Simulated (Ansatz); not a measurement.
The reference is Zr in the hcp (Mg type) structure (space group P6_3/mmc, No. 194; a = 3.182 Å, c = 5.124 Å; relaxed with 0.1 eV smearing). Axes: x lies along a and z along c of the hexagonal cell.

Calculations: PBEsol (Ansatz, an electronic-structure program, PAW, no spin-orbit coupling).

Base values:

| Quantity | Result |
|---|---|
| Volume per atom | 22.47 Å³ |

Modification: biaxial strain +0.50 %, plane normal [001], relaxed out of plane (Cartesian); in-plane vectors clamped, the third vector and the atoms free.

Task: Predict the new in-plane stress and volume per atom.

Result: The mean in-plane stress (compression positive) amounts to -0.8 GPa; the volume per atom rises by 0.13 Å³ (22.47 Å³ → 22.60 Å³).

Stability against distortions was not tested. All final runs are without spin polarisation.
